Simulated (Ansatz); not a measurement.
Ansatz (a first-principles code) run on HfPd₂ (I4mm, 3 atoms in the cell): self-consistent single point.

Method: PBEsol, default PAW files made with PBE (plane waves; Ansatz).

The change in words: lattice scaled by 0.98; kpoints.mp_grid.grid: 14 14 14 → 22 22 22; scf.occupations.width: 0.1 eV → 0.05 eV. Reference geometry:
```yaml
crystal:
  lattice:
    - [-1.69453, 1.69453, 4.34401]
    - [1.69453, -1.69453, 4.34401]
    - [1.69453, 1.69453, -4.34401]
  atoms:
    - { symbol: Hf, position: [0.00575, 0.00575, 0.00000] }
    - { symbol: Pd, position: [0.33903, 0.33903, 0.00000] }
    - { symbol: Pd, position: [0.66097, 0.66097, 0.00000] }
```

Reference input (self-consistent single point, DFT, PBEsol, plane waves, default PAW files made with PBE): basis.ecutwfc = 420 eV; kpoints.mp_grid.grid = 14 14 14; hamiltonian.xc = pbesol; hamiltonian.pseudopotentials = {kind: paw} (the program's default PAW files); scf.occupations.method = fermi_dirac; scf.occupations.width = 0.1 eV. This run's input differs from it in these lines:

Ansatz 0.2 input:
```diff
@@ -2,5 +2,5 @@
   lattice:
-    - [-1.69453100, 1.69453100, 4.34401400]
-    - [1.69453100, -1.69453100, 4.34401400]
-    - [1.69453100, 1.69453100, -4.34401400]
+    - [-1.66064000, 1.66064000, 4.25713400]
+    - [1.66064000, -1.66064000, 4.25713400]
+    - [1.66064000, 1.66064000, -4.25713400]
   atoms:
@@ -13,3 +13,3 @@
   mp_grid:
-    grid: [14, 14, 14]
+    grid: [22, 22, 22]
 hamiltonian:
@@ -21,3 +21,3 @@
     method: fermi_dirac
-    width: 0.1 eV
+    width: 0.05 eV
 output:
```

The program printed (abridged):

```
SCF iter   1: F=—  HF=-29413.663547 eV  |F-HF|=—  |Δ(HF+E_count)|=         —  Δρ=1.13e-2  dr2=7.31e-2  ethr=1.77e-3  ⟨swp⟩=5.9  Hψ=116296  notcnv=0  defer=66
all-band conjugate gradients solve this SCF's bands
preconditioner: auto → Kerker (q_TF=auto, 2.858 Å⁻¹)
SCF iter   2: F=—  HF=-29413.654028 eV  |F-HF|=—  |Δ(HF+E_count)|=   9.52e-3  Δρ=4.75e-3  dr2=1.52e-2  ethr=1.18e-4  ⟨swp⟩=2.0  Hψ=41357  notcnv=0  defer=695
   [... lines left out ...]
SCF iter   4: F=—  HF=-29413.651782 eV  |F-HF|=—  |Δ(HF+E_count)|=   1.22e-4  Δρ=4.30e-4  dr2=1.92e-4  ethr=1.47e-6  ⟨swp⟩=2.0  Hψ=40689  notcnv=0  defer=695
SCF iter   5: F=—  HF=-29413.651684 eV  |F-HF|=—  |Δ(HF+E_count)|=   9.79e-5  Δρ=2.12e-4  dr2=1.82e-5  ethr=3.10e-7  ⟨swp⟩=2.0  Hψ=53634  notcnv=0  defer=695
SCF iter   6: F=—  HF=-29413.651669 eV  |F-HF|=—  |Δ(HF+E_count)|=   1.58e-5  Δρ=3.47e-5  dr2=5.27e-7  ethr=2.93e-8  ⟨swp⟩=2.1  Hψ=46616  notcnv=0  defer=695
SCF iter   7: F=-29413.651668 eV  HF=-29413.651668 eV  |F-HF|=1.02e-8  |Δ(HF+E_count)|=   9.38e-8  Δρ=7.63e-6  dr2=2.27e-8  ethr=1.61e-10  ⟨swp⟩=8.2  Hψ=133214  notcnv=0
SCF 1 converged in 7 iterations: F = -29413.651668 eV  dr2 = 2.27e-8
Free energy (F): -29413.651668 eV
Internal energy: -29413.637148 eV  (E = F + TS)
E sigma→0 (E₀):  -29413.644408 eV
Entropy (-TS):   -0.014520 eV (-4.840 meV/atom)
Fermi energy:    22.329070 eV
--- Forces (eV/Å), atoms counted from 1 ---
  atom   1  Hf    -0.00000000    -0.00000000    -0.48110803
  atom   2  Pd     0.00000000    -0.00000000    -0.04598877
  atom   3  Pd    -0.00000000     0.00000000     0.52713676
--- Stress (GPa, compression-positive) ---
       10.929346       0.000000      -0.000000
        0.000000      10.929346       0.000000
       -0.000000      -0.000000      11.115082
  P = ⅓ Tr σ = 10.9913 GPa (109.913 kbar)
  The stress holds the Pulay correction. Without it, at fixed plane waves, as pw.x and ABINIT print it: P = 10.9265 GPa
```

The run converged in 7 iterations. Against the reference run the free energy goes up by 35.0 meV/atom, the pressure goes from -1.20 to 10.99 GPa and the largest force goes from 0.377 to 0.527 eV/Å.

The starting cell comes from a database of computed structures (which also holds hypothetical and non-ambient phases and stackings), without a prior relaxation at this level. Its lattice was rescaled by up to half a per cent. One atom was moved a little off its site on purpose. For this run, on top of that: lattice scaled by 0.98. Spin polarisation is off. With a pressure of about 11 GPa the cell is away from its equilibrium volume at this level. Ansatz's pressure includes its estimate of the finite-basis (Pulay) stress.

Cost on one core of a shared machine: roughly 2 min.
